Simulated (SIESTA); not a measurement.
Input and output of a self-consistent single point for Ge3Rh (I4/mmm, 4 atoms in the cell) (SIESTA).

Method of the run: LDA PW92, numerical atomic orbitals DZP, PseudoDojo LDA standard norm-conserving potentials (rewritten from UPF to PSML) in SIESTA 5.4.2.

The change in words: lattice scaled by 0.98. Reference geometry:
```
Ge3Rh
1.0
   -2.12256     2.12256     3.73766
    2.12256    -2.12256     3.73766
    2.12256     2.12256    -3.73766
Ge Rh
3 1
Cartesian
  0.00000   2.12256   1.86883
  2.12256   0.00000   1.86883
  0.00000   0.00000   3.73766
  0.00000   0.00000   0.00000
```

Reference input (self-consistent single point, DFT, LDA PW92, numerical atomic orbitals DZP, PseudoDojo LDA standard norm-conserving potentials (rewritten from UPF to PSML)): XC.functional = LDA; XC.authors = PW92; potentials = PseudoDojo LDA standard; PAO.BasisSize = DZP; PAO.EnergyShift = 0.005 Ry; MeshCutoff = 400 Ry; kgrid.MonkhorstPack = 8 8 8; OccupationFunction = MP; OccupationMPOrder = 0; ElectronicTemperature = 580.23 K; MaxSCFIterations = 150; SCF.Mixer.Method = Pulay. This run's input differs from it in these lines:

```diff
@@ -10,7 +10,7 @@
 %endblock ChemicalSpeciesLabel
-LatticeConstant              4.793807 Ang
+LatticeConstant              4.697931 Ang
 %block LatticeVectors
-    -0.442771267    0.442771267    0.779684080
-     0.442771267   -0.442771267    0.779684080
-     0.442771267    0.442771267   -0.779684080
+    -0.442771297    0.442771297    0.779684078
+     0.442771297   -0.442771297    0.779684078
+     0.442771297    0.442771297   -0.779684078
 %endblock LatticeVectors
@@ -18,5 +18,5 @@
 %block AtomicCoordinatesAndAtomicSpecies
-     0.000000000    0.442771267    0.389842040  1
-     0.442771267    0.000000000    0.389842040  1
-     0.000000000    0.000000000    0.779684080  1
+     0.000000000    0.442771297    0.389842039  1
+     0.442771297    0.000000000    0.389842039  1
+     0.000000000    0.000000000    0.779684078  1
      0.000000000    0.000000000    0.000000000  2
```

The program printed (abridged):

```
        iscf     Eharris(eV)        E_KS(eV)     FreeEng(eV)     dDmax    Ef(eV) dHmax(eV)
   scf:    1   -10431.597715   -10465.117857   -10465.119484  2.003206 -3.601774 17.466067
   scf:    2   -10477.471063   -10473.680085   -10473.682204  0.231162 -4.184332  4.403083
   scf:    3   -10474.342130   -10474.149733   -10474.151834  0.130173 -4.330754  1.698391
   scf:    4   -10473.925949   -10474.139397   -10474.141353  0.426423 -4.589695  2.041558
   scf:    5   -10473.245717   -10474.015477   -10474.017716  0.042724 -4.475380  2.767861
   [... 4 lines left out ...]
   scf:   10   -10474.271179   -10474.271173   -10474.273580  0.000223 -4.539456  0.007056
   scf:   11   -10474.271177   -10474.271176   -10474.273582  0.000205 -4.539557  0.000156
   scf:   12   -10474.271176   -10474.271176   -10474.273582  0.000042 -4.539540  0.000188
   scf:   13   -10474.271176   -10474.271176   -10474.273582  0.000004 -4.539544  0.000062
SCF Convergence by DM+H criterion
max |DM_out - DM_in|         :     0.0000038849
max |H_out - H_in|      (eV) :     0.0000622765
SCF cycle converged after 13 iterations

Using DM_out to compute the final energy and forces

siesta: E_KS(eV) =           -10474.2712

siesta: E_KS - E_eggbox =    -10474.2712

siesta: Atomic forces (eV/Ang):
     1   -0.000925    0.000925    0.000000
     2    0.000925   -0.000925   -0.000000
     3    0.000000   -0.000000   -0.000000
     4    0.000000   -0.000000    0.000000
   Tot    0.000000   -0.000000    0.000000
   Max    0.000925
   Res    0.000534    sqrt( Sum f_i^2 / 3N )
   Max    0.000925    constrained

Stress tensor Voigt[x,y,z,yz,xz,xy] (kbar):      -15.16      -15.16        5.43        0.00        0.00        0.10
(Free)E + p*V (eV/cell)   -10473.9453
   [... lines left out ...]
siesta: FreeEng =    -10474.273582
   [... lines left out ...]
siesta:    -0.009462    0.000064    0.000000
siesta:     0.000064   -0.009462    0.000000
siesta:     0.000000    0.000000    0.003391

siesta: Cell volume =         63.395361 Ang**3

siesta: Pressure (static):
siesta:                Solid            Molecule  Units
siesta:           0.00005639          0.00005617  Ry/Bohr**3
siesta:           0.00517764          0.00515741  eV/Ang**3
siesta:           8.29549948          8.26307973  kBar
```

The run converged in 13 iterations. Against the reference run the free energy goes down by 16.2 meV/atom, the pressure goes from -5.69 to 0.83 GPa and the largest force stays at 0.001 eV/Å.

The starting cell comes from a database of computed structures (which also holds hypothetical and non-ambient phases and stackings), without a prior relaxation at this level. For this run, on top of that: lattice scaled by 0.98. Spin polarisation is off. Values carry the incompleteness of an atom-centred basis.

Cost on one core of a shared machine: roughly 60 s.
